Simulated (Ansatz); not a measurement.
Take Sc in the hcp (Mg type) structure (space group P6_3/mmc, No. 194; a = 3.331 Å, c = 5.194 Å) as the base.

Calculations: Ansatz (a first-principles code), r2SCAN, PAW, cutoff 500 eV, spin-orbit coupling left out, earlier PAW set.

For the base:

Lattice parameter a: 3.331 Å

Perturbation: every Sc is replaced by Ti; the structure is relaxed again.

Tabulated Pauling electronegativity and covalent radius: Sc 1.36, 1.70 Å; Ti 1.54, 1.60 Å.

What happens to the lattice parameter a?

The lattice parameter a shrinks by 0.395 Å to 2.936 Å.

Stability against distortions was not tested. The final runs are not spin-polarised.
